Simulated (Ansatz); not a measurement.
Phonon-limited resistivity of V3Os (Fm-3m) against temperature in μΩ·cm, PBEsol, DFPT electron-phonon coupling, linearised Boltzmann equation (Ansatz, a first-principles code), harmonic crystal at a fixed cell.

```json
[
 {"T": "50 K", "ρ": "0.072"},
 {"T": "77 K", "ρ": "0.35"},
 {"T": "100 K", "ρ": "[?]"},
 {"T": "150 K", "ρ": "2.1"},
 {"T": "200 K", "ρ": "[?]"},
 {"T": "250 K", "ρ": "4.9"},
 {"T": "273 K", "ρ": "[?]"},
 {"T": "300 K", "ρ": "6.2"},
 {"T": "350 K", "ρ": "7.5"},
 {"T": "400 K", "ρ": "8.8"},
 {"T": "500 K", "ρ": "11.4"},
 {"T": "600 K", "ρ": "13.9"},
 {"T": "800 K", "ρ": "19.0"}
]
```

Question: Some entries are withheld; supply them.

Answer: 
- 100 K, ρ: 0.77
- 200 K, ρ: 3.5
- 273 K, ρ: 5.5

A metal at this level (no band gap). Only scattering by harmonic phonons is included (no impurities, grain boundaries, electron-electron scattering or thermal expansion). Spin-orbit coupling is left out, which matters with elements this heavy. Halving the electron mesh (24x24x24) moves the resistivity by up to 4 %. Smearing 0.20 eV; phonons on a 4x4x4 q mesh, which this run doesn't test and which matters most at low temperature.

Computed structure, not matched to a measured one here, so possibly hypothetical: V3Os (Fm-3m). Treated as nonmagnetic (a ferromagnetic start lost its moment, other orders weren't tried): V3Os (Fm-3m).
